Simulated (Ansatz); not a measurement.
Data:

```
ZnO
1.0
    3.13888     0.00000     0.00000
   -1.56944     2.71835     0.00000
    0.00000     0.00000     5.06863
Zn O
2 2
Direct
  0.33333   0.66667   0.00165
  0.66667   0.33333   0.50165
  0.33333   0.66667   0.38035
  0.66667   0.33333   0.88035
```

No spin polarisation.

Computed with PBEsol/PAW in Ansatz (a first-principles code), no spin-orbit coupling. Γ-centred 12×12×7 mesh, Fermi–Dirac width 0.05 eV.

Predict the gap character.

Direct at Γ.

What band gap does the calculation give?

0.82 eV.

Estimate the electron mass.

0.15 mₑ (at Γ).

Load acts through the strain it causes; cell and atoms are relaxed under it. Effective masses come from finite differences of ±0.01 Å⁻¹. No phonon test of stability was made. Measured, ZnO leaves this structure (for rock salt) near 9.1 GPa (temperature not stated; as listed in Datta, Sujoy, Jana, Debnarayan, arXiv (2020)), on rising pressure, with hysteresis. The cell was made from ZnO in the wurtzite structure (space group P6_3mc, No. 186) by this change: pressure 15 GPa.
